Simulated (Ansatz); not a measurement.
**HfO2: electrons 2.0×10^21 cm⁻³**

Base system: HfO₂ in the rutile structure (space group P4_2/mnm, No. 136; a = 4.8301 Å, c = 3.2097 Å; a cell from a computed database, its experimental status unchecked).

The change: electron doping at 2.0×10^21 cm⁻³ (0.150 per cell), with a uniform compensating background at fixed cell and a 300 K Fermi–Dirac width.

Level of theory: PBEsol (Ansatz, a first-principles code), no spin-orbit coupling. Settings: 10×10×14 k-points, 0.0259 eV Fermi–Dirac smearing.

The gap between the host's bands shrinks by 0.017 eV to 3.88 eV and the gap character is still direct at Γ. The Fermi level relative to the doped band's edge (positive inside the band; to 0.05 eV) amounts to +0.35 eV.

Cost of the whole job for the changed cell (relaxation, final SCF and bands): very roughly 70 core-seconds.

Carriers are added with a uniform compensating background; total energy and stress of such cells depend on the potential's zero and are not compared; many-body gap narrowing is missing at this level. With Hf present, leaving out spin-orbit coupling can change the band edges. Whether these cells are dynamically stable was not tested. This is not the structure that HfO2 has at room temperature and ambient pressure.
